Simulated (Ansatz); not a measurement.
The parent structure is Re in the hcp (Mg type) structure (space group P6_3/mmc, No. 194; a = 2.7764 Å, c = 4.4809 Å; relaxed with 0.1 eV smearing). Axes: x lies along a and z along c of the hexagonal cell.

Method: PBE/PAW in Ansatz (a quantum-chemistry and plane-wave program), spin-orbit coupling left out.

Modification: uniaxial strain ε_zz = +2.00 %, all other strain components held at zero, atoms relaxed at fixed cell.

Problem. Predict the stress tensor and what it implies for the stiffness.

Solution. Stress of the strained cell less that of the base (GPa, compression positive):
```
   -4.0     0.0     0.0
    0.0    -4.0     0.0
    0.0     0.0   -12.3
```

Then −Δσ_ii/ε with ε = 0.0200 gives secant stiffness values (nonlinear terms included at this strain): C33 ≈ 615 GPa, C13 ≈ 202 GPa and C23 ≈ 202 GPa.

As a check, the harmonic strain energy −½ V₀ Δσ:ε is 11 meV/atom; the computed energy rise is 12 meV/atom.

Whether these cells are dynamically stable was not tested. The final runs are not spin-polarised.
